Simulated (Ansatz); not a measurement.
Start from KF in the rock salt structure (space group Fm-3m, No. 225; a = 5.4207 Å).

Structures relaxed with Ansatz (a quantum-chemistry and plane-wave program), PBE, PAW, cutoff 420 eV, scalar-relativistic without spin-orbit coupling.

Base:

Simulated powder pattern, Cu Kα1, λ = 1.54056 Å (kinematic, ideal powder, no thermal factors, no anomalous dispersion; the 14 strongest lines at most, above 2 %, up to 2θ = 90°):

```json
[
 {"2θ (°)": "28.50", "I/Imax (%)": "23", "hkl": "(111)"},
 {"2θ (°)": "33.02", "I/Imax (%)": "100", "hkl": "(200)"},
 {"2θ (°)": "47.40", "I/Imax (%)": "62", "hkl": "(220)"},
 {"2θ (°)": "56.24", "I/Imax (%)": "9.4", "hkl": "(311)"},
 {"2θ (°)": "58.98", "I/Imax (%)": "19", "hkl": "(222)"},
 {"2θ (°)": "69.28", "I/Imax (%)": "8.0", "hkl": "(400)"},
 {"2θ (°)": "76.54", "I/Imax (%)": "4.0", "hkl": "(331)"},
 {"2θ (°)": "78.91", "I/Imax (%)": "21", "hkl": "(420)"},
 {"2θ (°)": "88.24", "I/Imax (%)": "16", "hkl": "(422)"}
]
```

After one change:

Simulated powder pattern, Cu Kα1, λ = 1.54056 Å (kinematic, ideal powder, no thermal factors, no anomalous dispersion; the 14 strongest lines at most, above 2 %, up to 2θ = 90°):

```json
[
 {"2θ (°)": "28.59", "I/Imax (%)": "23"},
 {"2θ (°)": "33.13", "I/Imax (%)": "100"},
 {"2θ (°)": "47.56", "I/Imax (%)": "62"},
 {"2θ (°)": "56.44", "I/Imax (%)": "9.3"},
 {"2θ (°)": "59.19", "I/Imax (%)": "19"},
 {"2θ (°)": "69.54", "I/Imax (%)": "8.0"},
 {"2θ (°)": "76.84", "I/Imax (%)": "4.0"},
 {"2θ (°)": "79.23", "I/Imax (%)": "21"},
 {"2θ (°)": "88.61", "I/Imax (%)": "16"}
]
```

What was done to the base?
A) pressure 1.5 GPa
B) pressure 0.3 GPa
C) pressure 0.7 GPa
D) pressure −1 GPa

B, pressure 0.3 GPa. Its volume per atom is 19.71 Å³ against 19.91 Å³, and its space group is Fm-3m (No. 225).

Load acts through the strain it causes; cell and atoms are relaxed under it. Whether these cells are dynamically stable was not tested.
